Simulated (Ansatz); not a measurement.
SiN₂H₆F₄ (P2₁/c, No. 14, 26 atoms in the cell; start mp-643277), treated with r²SCAN (PAW; Ansatz, an electronic-structure program).

Settings: plane-wave cutoff 560 eV, 8×6×6 k mesh (along the axes of the cell as run), Fermi–Dirac smearing 0.01 eV, scalar-relativistic PAW data made under PBE.

Cell (relaxed with PBE-D3(BJ)):

```
CELL_PARAMETERS angstrom
      5.07375     0.00000    -0.12439
      0.00000     6.99021     0.00000
     -0.41997     0.00000     6.99511
ATOMIC_POSITIONS crystal
  Si 0.00000 0.50000 0.50000
  Si 0.00000 0.00000 0.00000
  H  0.57487 0.49010 0.30197
  H  0.42513 0.50990 0.69803
  H  0.42513 0.99010 0.19803
  H  0.57487 0.00990 0.80197
  H  0.81196 0.56780 0.17178
  H  0.18804 0.43220 0.82822
  H  0.18804 0.06780 0.32822
  H  0.81196 0.93220 0.67178
  H  0.78163 0.33426 0.21387
  H  0.21837 0.66574 0.78613
  H  0.21837 0.83426 0.28613
  H  0.78163 0.16574 0.71387
  N  0.76821 0.46838 0.27292
  N  0.23179 0.53162 0.72708
  N  0.23179 0.96838 0.22708
  N  0.76821 0.03162 0.77292
  F  0.89239 0.72960 0.51295
  F  0.10761 0.27040 0.48705
  F  0.10761 0.22960 0.98705
  F  0.89239 0.77040 0.01295
  F  0.24556 0.57519 0.36362
  F  0.75444 0.42481 0.63638
  F  0.75444 0.07519 0.13638
  F  0.24556 0.92481 0.86362
```

Q: Give the computed band gap.

A: 
- band gap = 7.46 eV (direct)

Note: cell and atoms aren't relaxed at this level (largest force component 0.46 eV/Å, pressure -2.7 GPa).

The computed numbers hold no vibrational or temperature effects.

It cost roughly 2.8 core-minutes of CPU time.

A start named mp-… is a Materials Project structure, which need not be a measured phase.
